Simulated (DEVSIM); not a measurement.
Structure: Si p-n junction from an implanted or diffused profile, at 350 K.

```tsv
layer (left to right)	material	thickness (μm)	Nd (cm⁻³)	τn (s)	τp (s)
1	Si	4.50	9.9e15	7.1e-5	7.1e-5
```

Added acceptor profile: 1.2e18 cm⁻³ × exp(−(x − 0 μm)²/(2·(0.02 μm)²)). Left contact: ohmic. Right contact: ohmic. Voltage is applied to the left contact. Recombination: SRH at mid-gap, Auger. Mobility is μmin + (μ − μmin)/(1 + (N/Nref)^α).

Constants are typed, rounded textbook-type inputs, not results; the design itself was drawn at random and stands for no fabricated device. Values at 300 K; Nc and Nv go as T^1.5, mobilities as T to minus their exponent, the gap by Varshni's rule with the affinity fixed.

```
parameter               Si
----------------  --------
gap (eV)             1.124
affinity (eV)         4.05
permittivity          11.7
Nc (cm⁻³)          2.86e19
Nv (cm⁻³)           3.1e19
μn (cm²/Vs)           1417
μp (cm²/Vs)            470
μn,min                  52
μp,min                  45
Nref,n              9.7e16
Nref,p              2.2e17
αn                    0.68
αp                    0.72
T exponent of μn       2.3
T exponent of μp       2.2
Cn (cm⁶/s)         2.8e-31
Cp (cm⁶/s)         9.9e-32
Varshni α (eV/K)  0.000473
Varshni β (K)          636
```

Model (solved in DEVSIM): 1D drift-diffusion, Boltzmann statistics, complete ionisation; no tunnelling, impact ionisation, image-force lowering or self-heating.

Tabulate band edges, carrier densities and field at zero bias.

Energies count from the Fermi level of the right contact; mesh points crowd at the junctions.

```json
[
 {"x (μm)": "0.000", "Ec (eV)": "1.005", "Ev (eV)": "-0.105", "n (cm⁻³)": "120000", "p (cm⁻³)": "1.2e18", "field (V/cm)": "-3300"},
 {"x (μm)": "0.01430", "Ec (eV)": "0.996", "Ev (eV)": "-0.115", "n (cm⁻³)": "170000", "p (cm⁻³)": "8.6e17", "field (V/cm)": "-12000"},
 {"x (μm)": "0.02638", "Ec (eV)": "0.974", "Ev (eV)": "-0.136", "n (cm⁻³)": "340000", "p (cm⁻³)": "4.3e17", "field (V/cm)": "-24000"},
 {"x (μm)": "0.03800", "Ec (eV)": "0.940", "Ev (eV)": "-0.171", "n (cm⁻³)": "1100000", "p (cm⁻³)": "1.4e17", "field (V/cm)": "-35000"},
 {"x (μm)": "0.05320", "Ec (eV)": "0.880", "Ev (eV)": "-0.230", "n (cm⁻³)": "7600000", "p (cm⁻³)": "1.9e16", "field (V/cm)": "-41000"},
 {"x (μm)": "0.06480", "Ec (eV)": "0.832", "Ev (eV)": "-0.278", "n (cm⁻³)": "3.7e7", "p (cm⁻³)": "3.8e15", "field (V/cm)": "-41000"},
 {"x (μm)": "0.07680", "Ec (eV)": "0.784", "Ev (eV)": "-0.327", "n (cm⁻³)": "1.9e8", "p (cm⁻³)": "7.7e14", "field (V/cm)": "-39000"},
 {"x (μm)": "0.09163", "Ec (eV)": "0.727", "Ev (eV)": "-0.384", "n (cm⁻³)": "1.2e9", "p (cm⁻³)": "1.2e14", "field (V/cm)": "-37000"},
 {"x (μm)": "0.1095", "Ec (eV)": "0.663", "Ev (eV)": "-0.447", "n (cm⁻³)": "1.0e10", "p (cm⁻³)": "1.4e13", "field (V/cm)": "-34000"},
 {"x (μm)": "0.1401", "Ec (eV)": "0.565", "Ev (eV)": "-0.545", "n (cm⁻³)": "2.6e11", "p (cm⁻³)": "5.5e11", "field (V/cm)": "-30000"},
 {"x (μm)": "0.2007", "Ec (eV)": "0.413", "Ev (eV)": "-0.697", "n (cm⁻³)": "4.0e13", "p (cm⁻³)": "3.6e9", "field (V/cm)": "-20000"},
 {"x (μm)": "0.3596", "Ec (eV)": "0.258", "Ev (eV)": "-0.853", "n (cm⁻³)": "7.0e15", "p (cm⁻³)": "2.0e7", "field (V/cm)": "-2300"},
 {"x (μm)": "0.6141", "Ec (eV)": "0.247", "Ev (eV)": "-0.863", "n (cm⁻³)": "9.9e15", "p (cm⁻³)": "1.4e7", "field (V/cm)": "≈ 0"},
 {"x (μm)": "1.093", "Ec (eV)": "0.247", "Ev (eV)": "-0.863", "n (cm⁻³)": "9.9e15", "p (cm⁻³)": "1.4e7", "field (V/cm)": "≈ 0"},
 {"x (μm)": "2.340", "Ec (eV)": "0.247", "Ev (eV)": "-0.863", "n (cm⁻³)": "9.9e15", "p (cm⁻³)": "1.4e7", "field (V/cm)": "≈ 0"},
 {"x (μm)": "3.332", "Ec (eV)": "0.247", "Ev (eV)": "-0.863", "n (cm⁻³)": "9.9e15", "p (cm⁻³)": "1.4e7", "field (V/cm)": "≈ 0"},
 {"x (μm)": "3.847", "Ec (eV)": "0.247", "Ev (eV)": "-0.863", "n (cm⁻³)": "9.9e15", "p (cm⁻³)": "1.4e7", "field (V/cm)": "≈ 0"},
 {"x (μm)": "4.155", "Ec (eV)": "0.247", "Ev (eV)": "-0.863", "n (cm⁻³)": "9.9e15", "p (cm⁻³)": "1.4e7", "field (V/cm)": "≈ 0"},
 {"x (μm)": "4.353", "Ec (eV)": "0.247", "Ev (eV)": "-0.863", "n (cm⁻³)": "9.9e15", "p (cm⁻³)": "1.4e7", "field (V/cm)": "≈ 0"},
 {"x (μm)": "4.431", "Ec (eV)": "0.247", "Ev (eV)": "-0.863", "n (cm⁻³)": "9.9e15", "p (cm⁻³)": "1.4e7", "field (V/cm)": "≈ 0"},
 {"x (μm)": "4.473", "Ec (eV)": "0.247", "Ev (eV)": "-0.863", "n (cm⁻³)": "9.9e15", "p (cm⁻³)": "1.4e7", "field (V/cm)": "≈ 0"},
 {"x (μm)": "4.500", "Ec (eV)": "0.247", "Ev (eV)": "-0.863", "n (cm⁻³)": "9.9e15", "p (cm⁻³)": "1.4e7", "field (V/cm)": "≈ 0"}
]
```
